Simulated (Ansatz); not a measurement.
# Response to strain in Ag

Start from Ag in the fcc (Cu type) structure (space group Fm-3m, No. 225; a = 4.104 Å; relaxed with 0.1 eV smearing). Axes: x, y, z lie along the cube axes.

Strains are applied to the cell and any free atomic positions relax; under biaxial strain the out-of-plane vector relaxes too.

Calculations: r2SCAN (Ansatz, a program for electronic structure; PAW; 500 eV plane waves; no spin-orbit coupling).

Notes on the quantities. energy relative to the base: free energy F.

| variant | volume per atom | energy relative to the base |
|---|---|---|
| base | 17.28 Å³ | 0 meV/atom |
| biaxial strain −2.50 %, plane normal [111], relaxed out of plane | 16.80 Å³ | +13 meV/atom |
| biaxial strain −2.08 %, plane normal [111], relaxed out of plane | 16.88 Å³ | +9.1 meV/atom |
| biaxial strain −1.67 %, plane normal [111], relaxed out of plane | 16.96 Å³ | +5.7 meV/atom |
| biaxial strain −1.25 %, plane normal [111], relaxed out of plane | 17.04 Å³ | +3.1 meV/atom |
| biaxial strain −0.83 %, plane normal [111], relaxed out of plane | ? | ? |
| biaxial strain −0.42 %, plane normal [111], relaxed out of plane | 17.20 Å³ | +0.3 meV/atom |

Question: Some entries are withheld; estimate them.

Answer: 
- biaxial strain −0.83 %, plane normal [111], relaxed out of plane, volume per atom: 17.12 Å³
- biaxial strain −0.83 %, plane normal [111], relaxed out of plane, energy relative to the base: +1.3 meV/atom

Whether these cells are dynamically stable was not tested.
